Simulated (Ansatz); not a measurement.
The reference is AlRu in the CsCl type structure (space group Pm-3m, No. 221; a = 2.983 Å; relaxed with 0.1 eV smearing). Axes: x, y, z lie along the cube axes.

Calculations: r2SCAN (Ansatz, a quantum-chemistry and plane-wave program), no spin-orbit coupling.

Now apply this change: biaxial strain +1.67 %, plane normal [111], relaxed out of plane (Cartesian); in-plane vectors clamped, the third vector and the atoms free.

Task: What does the calculation give for the energy relative to the base, ratio −ε⊥/ε∥ and in-plane stress after the change?

Result: The energy rises by 10 meV/atom; the ratio −ε⊥/ε∥ is 0.59; the mean in-plane stress (compression positive) comes out as -7.1 GPa.

No phonon test of stability was made. All final runs are without spin polarisation.
